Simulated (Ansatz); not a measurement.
```cif
data_Mg8Si4
_chemical_formula_sum 'Mg8 Si4'
_space_group_name_H-M_alt 'Fm-3m'
_space_group_IT_number 225
_space_group_name_Hall '-F 4 2 3'
_cell_length_a 6.32541
_cell_length_b 6.32541
_cell_length_c 6.32541
_cell_angle_alpha 90.000
_cell_angle_beta 90.000
_cell_angle_gamma 90.000
loop_
_atom_site_label
_atom_site_type_symbol
_atom_site_symmetry_multiplicity
_atom_site_Wyckoff_symbol
_atom_site_fract_x
_atom_site_fract_y
_atom_site_fract_z
_atom_site_occupancy
Mg1 Mg 8 c 0.25000 0.25000 0.25000 1
Si1 Si 4 a 0.00000 0.00000 0.00000 1
```
(The calculation used a cell of 3 atoms; values per cell refer to that cell.)

Levels: band masses from HSE06, rigid bands run with Ansatz (a first-principles code); dielectric response from Ansatz with PBE.

### Question
How strongly do carriers couple to polar optical modes here, and what mobility does that allow at 300 K?

### Answer
electrons: mass 0.27 mₑ, α = 0.21, about 920 cm²/(V·s) by the iterated Boltzmann equation for weak coupling; holes: mass 0.37 mₑ, α = 0.24, about 580 cm²/(V·s) by the iterated Boltzmann equation for weak coupling (ε∞ 15.4, static ε 23, LO 42 meV).

Model: isotropic Fröhlich coupling of one parabolic band to one effective longitudinal optical (LO) phonon, from the dielectric constants and phonon modes at the zone centre, chosen so that α equals the sum over the polar modes. Acoustic, nonpolar, intervalley and impurity scattering are left out, and they lower the mobility further; with several valleys or bands the averaged mass is a rough stand-in. Semilocal functionals tend to overestimate ε∞, which makes α low and the mobility high.
